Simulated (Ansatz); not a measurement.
Cell and atoms of amorphous Ti20O38:

```xyz
58
Lattice="9.2404 0.0000 0.0000 0.0000 9.2404 0.0000 0.0000 0.0000 9.2404" Properties=species:S:1:pos:R:3 pbc="T T T"
Ti     2.1404     4.5041     5.2216
Ti     7.0460     1.1900     8.5639
Ti     2.9015     8.4831     8.1880
Ti     7.1710     4.2278     8.3741
Ti     2.8631     0.5664     4.4506
Ti     3.6884     4.8625     8.1004
Ti     0.1053     2.5978     4.2940
Ti     3.7437     5.1921     2.3875
Ti     3.4026     2.1057     1.0972
Ti     9.2190     3.2422     1.0114
Ti     7.4435     5.7427     5.5348
Ti     6.3553     2.5451     5.3754
Ti     5.6363     7.3559     8.0855
Ti     3.2448     2.0824     7.1925
Ti     4.0595     6.6485     5.3366
Ti     0.8664     7.2091     3.9290
Ti     6.2907     2.7017     2.1172
Ti     7.7872     8.0479     1.2942
Ti     4.7416     8.3859     2.2719
Ti     1.2978     6.3101     0.9157
O      5.8933     1.4994     0.7572
O      8.6265     2.5731     8.7130
O      6.4901     8.6308     2.4670
O      8.4586     2.5406     2.6252
O      4.3864     8.0941     0.2245
O      8.2836     0.1924     0.2978
O      1.9884     2.4065     4.6002
O      5.9128     6.7380     5.9653
O      6.5674     2.7613     7.4292
O      4.8975     6.4909     2.3835
O      7.1501     4.0232     1.0273
O      2.3906     3.8057     6.9428
O      2.8206     0.9806     8.8557
O      8.4708     6.9558     4.6155
O      0.2672     4.3596     4.7154
O      6.6322     4.2540     4.8047
O      3.5840     0.7681     2.4768
O      1.4889     7.5923     8.8332
O      2.8255     0.2589     6.4532
O      3.0079     5.4188     0.4933
O      3.9678     8.1879     4.1870
O      1.9570     6.4400     5.2827
O      6.0222     1.8563     3.7254
O      4.5326     2.1740     5.9423
O      0.0897     7.3472     2.0495
O      3.7931     4.9376     4.3653
O      8.0796     5.2785     7.1497
O      3.7691     6.9021     7.2676
O      6.9871     6.9860     0.0798
O      4.5209     3.4931     2.0528
O      1.7605     2.8069     1.4004
O      6.2516     9.0669     7.6225
O      5.5152     5.1918     8.1561
O      4.0387     3.0519     8.6707
O      2.0200     6.0383     2.7068
O      8.1566     1.8971     5.4198
O      1.2928     8.9981     4.0797
O      0.2287     4.9954     0.4176
```

Method: PBE, scalar-relativistic without spin-orbit coupling (plane waves to 420 eV, PAW; Ansatz, a quantum-chemistry and plane-wave program). The usual formal charges leave 4 electrons over, so the level spacing at the Fermi energy parts defect or band states and needn't be the band gap. In the spin-polarised cell the level spacing at the Fermi energy can part levels of unlike spin.

It comes from a melt-quench run on a machine-learned potential (CHGNet), relaxed afterwards by DFT. O atoms were pushed apart under 1.9 Å during the dynamics, to hinder bonds among them. The hot cell started wider than the set density and was brought back towards it in steps. It is the lowest in DFT energy of 2 quenches. It is a model cell: composition and starting density were chosen by hand, and all elements were melted together. No dispersion term was used. Its density started from a set value of 3.25 and ended at 3.29 g/cm³. Cooling (nominally 480 K/ps over its main leg) ran many orders faster than in experiment, which tends to leave more defects and strain. A cell of this size samples the disorder only roughly. The volume was free in the relaxation, at fixed shape. Stress components on the final sampling reach 1.3 GPa. On a 2×2×2 Γ-centred mesh force components of up to 0.20 eV/Å stay, since the relaxation ran on the zone centre alone.

Cut-offs for bonds: Ti-Ti 3.12 Å, Ti-O 2.38 Å, O-O 1.58 Å. Two cations that share two anions don't count as bonded, nor two that share one unless they lie closer than Ti-Ti 3.04 Å.

Give the coordination numbers, mean bond lengths and angles.


```json
{
 "Mean coordination of Ti by anions": "4.90 (3 with 4, 16 with 5, 1 with 6)",
 "Mean coordination of O": "2.58 (17 with 2, 20 with 3, 1 with 4)",
 "Mean Ti-O bond": "1.940 Å (spread 0.117 Å, 98 counted)",
 "Bond angle at Ti": "mean 106.2°, spread 24.3°",
 "Bond angle at O": "mean 118.3°, spread 16.9°"
}
```

List the pairs of like atoms that count as bonded by the rules above.

There are none by these rules.
